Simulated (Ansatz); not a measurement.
Formation energy of the bound charge states of Si vacancy + O on the C site in metastable 2H silicon carbide (start: the Si site; C 1.89 Å away; 96-site cell, 2×2×2 shifted sampling) against the Fermi level, Si-rich (Δμ(C) = -0.40 eV, Δμ(Si) = 0.00 eV, Δμ(O) = -4.17 eV, bounded by alpha cristobalite; only phases computed here count, gases as isolated molecules at 0 K). Computed with PBE, PAW (plane waves to 420 eV; Ansatz, a program for electronic structure).

Details: 96-site cell; 2×2×2 shifted k-points; host gap 2.31 eV; charged states image-corrected; finite-size errors of tenths of an eV; flagged in the runs: a host whose relaxation on this sampling wasn't shown to rest.

```csv
E_F − E_VBM (eV),q = +1,q = 0,q = −1
0.00,5.73,6.10,7.36
0.29,6.02,6.10,7.07
0.58,6.30,6.10,6.78
0.87,6.59,6.10,6.50
1.15,6.88,6.10,6.21
1.44,7.17,6.10,5.92
1.73,7.46,6.10,5.63
2.02,7.75,6.10,5.34
2.31,8.03,6.10,5.05
```

Crossings of the lowest lines: (+1/0) at 0.38 eV; (0/−1) at 1.26 eV.
